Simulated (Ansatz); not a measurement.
```xyz
2
Lattice="2.9360 0.0000 0.0000 1.4680 2.5426 0.0000 0.0000 0.0000 4.4376" Properties=species:S:1:pos:R:3 pbc="T T T"
Ti     2.9360     1.6951     3.3282
Ti     1.4680     0.8475     1.1094
```

No spin polarisation.

Level of theory: LDA (Ansatz, a quantum-chemistry and plane-wave program; PAW; 420 eV plane waves; no spin-orbit coupling). Γ-centred 23×23×13 mesh, Fermi–Dirac width 0.1 eV.

**Question.** What is the computed pressure (mean of the normal stresses, compression positive)?

**Answer.** -3.1 GPa.

**Question.** What band gap does the calculation give?

**Answer.** Zero.

The cells carry an imposed strain or load. Stability against distortions was not tested. The final runs are not spin-polarised. The cell was made from Ti in the hcp (Mg type) structure (space group P6_3/mmc, No. 194) by this change: biaxial strain +2.50 %, plane normal [001], relaxed out of plane.
